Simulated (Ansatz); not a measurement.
An Ansatz (a quantum-chemistry and plane-wave program) run: WC with a change (biaxial strain +2.00 %, plane normal [001], relaxed out of plane); DFT with LDA, PAW potentials and a 420 eV plane-wave cutoff in Ansatz, no SOC.

Input:

Ansatz 0.2 input:
```yaml
crystal:
  lattice:
    - [2.9419919291, 0, 0]
    - [1.4709959646, 2.5478397483, 0]
    - [0, 0, 2.7834185121]
  atoms:
    - { symbol: W, position: [0, 0, 0] }
    - { symbol: C, position: [0.3333333333, 0.3333333333, 0.5] }
basis: { ecutwfc: 420, ecutrho_ratio: 4, xc_grid: 2, fft_grid_basis: typed }
kpoints: { mp_grid: { grid: [23, 23, 20] } }
hamiltonian:
  xc: lda
  dispersion: none
  pseudopotentials: { kind: paw }
scf: { occupations: { method: fermi_dirac, width: 0.1 } }
relax: { f_tol: 0.005, max_steps: 50, cell: { stress_tol: 0.01, fix: [a, b, gamma] } }
output: { forces: true, stress: true }
checkpoint: { write: state.ck, write_every: 1000 }
```

Output (explanatory and most iteration lines left out):

```
Relaxation: its limit of steps is 50 (relax.max_steps)
Pseudopotential: W, paw, valence charge 14
Pseudopotential: C, paw, valence charge 4
Crystal: 2 atoms, lattice volume = 20.864 Å³
Basis set: ecut = 420 eV, 405 PW (Γ), exchange–correlation on 40×40×40 points (8 copies of the dense FFT grid, shifted against one another)
Bands: 13, of which v1, the nominal top of the filled ones, is band 9 counted from 1 (8 counted from 0)
Symmetry: 12 space group operations
Space group: P-6m2 (ITA 187), of the structure as read, at distance tolerance 2.8e-5 Å
k-points: 616 of 10580 (time reversal used)
Functional: x = slater, c = lda
SCF iter   1: F=—  HF=-10373.303752 eV  |F-HF|=—  |Δ(HF+E_count)|=         —  Δρ=1.13e-2  dr2=2.30e-2  ethr=1.77e-3  ⟨swp⟩=5.2  Hψ=39253  notcnv=0
SCF iter   2: F=—  HF=-10373.301994 eV  |F-HF|=—  |Δ(HF+E_count)|=   1.76e-3  Δρ=7.43e-3  dr2=1.18e-2  ethr=1.28e-4  ⟨swp⟩=1.0  Hψ=12936  notcnv=0
SCF 1 converged in 6 iterations: F = -10373.299520 eV  dr2 = 1.79e-10
relax step   1: F+E_penalty+E_count = -10373.29951976 eV  Δ(F+E_penalty+E_count) = +0.000e0 eV  max|allowed force component| = 9.714e-17 eV/Å  Δτ_max = 0.0000 Å  P = -10.269 GPa  Ω = 20.864 Å³  fix = [a, b, gamma]  reactions: a -16.732, b -16.732 GPa  (6 SCF iters, dr2 threshold 1.00e-7 eV, accepted)
[... steps on the carried basis left out ...]
relax step   6: F+E_penalty+E_count = -10373.29998485 eV  Δ(F+E_penalty+E_count) = +5.353e-7 eV  max|allowed force component| = 6.939e-17 eV/Å  Δτ_max = 0.0000 Å  P = -11.441 GPa  Ω = 20.920 Å³  energy of the carried Pulay correction = -5.450e-7 eV  fix = [a, b, gamma]  reactions: a -17.162, b -17.162 GPa  (7 SCF iters, dr2 threshold 3.66e-10 eV, accepted)
Crystal: 2 atoms, lattice volume = 20.920 Å³
SCF iter   1: F=—  HF=-10373.299986 eV  |F-HF|=—  |Δ(HF+E_count)|=         —  Δρ=5.85e-7  dr2=5.47e-11  ethr=7.16e-8  ⟨swp⟩=3.2  Hψ=62513  notcnv=0
SCF iter   2: F=—  HF=-10373.299985 eV  |F-HF|=—  |Δ(HF+E_count)|=   6.45e-7  Δρ=3.60e-7  dr2=2.28e-11  ethr=3.04e-13 (applied; sched 1.00e-12)  ⟨swp⟩=4.2  Hψ=22343  notcnv=0
SCF 7 converged in 9 iterations: F = -10373.299985 eV  dr2 = 7.97e-17
SCF converged after 9 iterations
Free energy (F): -10373.299985 eV
Internal energy: -10373.288826 eV  (E = F + TS)
E sigma→0 (E₀):  -10373.294406 eV
Entropy (-TS):   -0.011159 eV (-5.579 meV/atom)
Fermi energy:    20.092282 eV
--- Forces (eV/Å), atoms counted from 1 ---
  atom   1  W      0.00000000    -0.00000000     0.00000000
  atom   2  C      0.00000000     0.00000000     0.00000000
--- Stress (GPa, compression-positive) ---
      -17.161726       0.000000       0.000000
        0.000000     -17.161726       0.000000
        0.000000       0.000000       0.000043
  P = ⅓ Tr σ = -11.4411 GPa (-114.411 kbar)
--- Relaxed structure (5 steps of the walk, 5 accepted, 2 SCFs on fresh bases) ---
  cell:  # Å, volume = 20.9200 Å³
    - [2.9419919290830334, -2.886761421458865e-11, 0.0]
    - [1.4709959645665165, 2.5478397483002597, 0.0]
    - [0.0, 0.0, 2.7909291659711783]
  atoms:
    - { symbol: W, position: [-9.251858536388855e-18, -9.251858536388857e-18, 0.0] }
    - { symbol: C, position: [0.33333333333333337, 0.33333333333333337, 0.5] }
```

Whether these cells are dynamically stable was not tested. The final runs are not spin-polarised. The cell was made from WC (space group P-6m2, No. 187) by this change: biaxial strain +2.00 %, plane normal [001], relaxed out of plane.
